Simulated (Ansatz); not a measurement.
1T (CdI2-type) FeI2 was calculated with LDA (Ansatz, a first-principles code, plane waves, PAW).

Settings: plane-wave cutoff 500 eV, 12×12×6 k mesh (along the axes of the cell as run), Fermi–Dirac smearing 0.05 eV, spin-polarised with parallel moments, scalar-relativistic PAW data made under PBE.

Computed at the level's own relaxed cell.

Problem. Give the computed volume per atom, equilibrium lattice constant a and c axis length.

Solution. 
* **volume per atom**: 27.95 Å³/atom
* **equilibrium lattice constant a**: 3.839 Å
* **c axis length**: 6.568 Å

Note: the magnetic order was assumed, not searched for or taken from measurement; the volume lies 12 % below that of the published cell.

Spin–orbit coupling is not included.

Static lattice: no zero-point or thermal effects.

Computing time: very roughly 5 core-minutes.
